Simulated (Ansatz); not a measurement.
## A constructed model of the (100) surface of alpha tin, top plane replaced by As dimers, 2x1 (bottom of the slab: dihydride, held)

The numbers are results of PBE (plane waves to 420 eV, PAW; Ansatz, a first-principles code), not measurements.

Slab: 20 atoms, 12.1 Å thick at the start with caps and adatoms (thin: gaps and levels are the slab's own); k 3x6x1, smearing 0.025 eV, dipole-corrected; 8 atoms held, the rest relaxed; held to the start's symmetry, so lower structures may exist; no spin (no spin-polarised run to compare, though such a face may carry moments), no spin-orbit, no U. The slab shows no gap on its mesh. It is one candidate, not shown to be the stable structure of the face.

```
Quantity                                                      Result
-----------------------------  -------------------------------------
work function of the top face                                4.91 eV
energy released by relaxation                                1.17 eV
cost                           about 9 core-minutes (a rough figure)
```
